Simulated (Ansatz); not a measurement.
Band structure of Al₃Sc (Pm-3m, 4 atoms in the cell).

```xyz
4
Lattice="4.0783 0.0000 0.0000 0.0000 4.0783 0.0000 0.0000 0.0000 4.0783" Properties=species:S:1:pos:R:3 pbc="T T T"
Sc     0.0000     0.0000     0.0000
Al     0.0000     2.0391     2.0391
Al     2.0391     0.0000     2.0391
Al     2.0391     2.0391     0.0000
```

Level of theory: PBE (plane waves, PAW; Ansatz, a quantum-chemistry and plane-wave program).

Settings: basis.ecutwfc = 420 eV; kpoints.mp_grid.grid = 8 8 8; hamiltonian.xc = pbe; hamiltonian.pseudopotentials = {kind: paw} (the program's default PAW files); scf.occupations.method = gaussian; scf.occupations.width = 0.272 eV; kpoints.band_path.npoints = 8.

The starting cell has typed, rounded lattice constants, without a prior relaxation at this level. Its lattice was rescaled by a random factor within 2.5 % of one.

Levels in eV from the Fermi level, bands 7 to 13:
```
point      7      8      9     10     11    12    13
-----  -----  -----  -----  -----  -----  ----  ----
Γ      -2.64  -1.83  -1.83  -1.83   1.24  1.29  1.29
X      -1.74  -1.74  -1.50   0.89   0.99  0.99  1.33
M      -5.66  -4.39  -0.56  -0.56   1.18  1.37  2.08
R      -4.82  -4.51  -2.98  -2.98  -2.98  0.96  2.62
```

Bands cross the Fermi level along this path, so the cell is metallic at this level.

Keys are those of Ansatz 0.2.
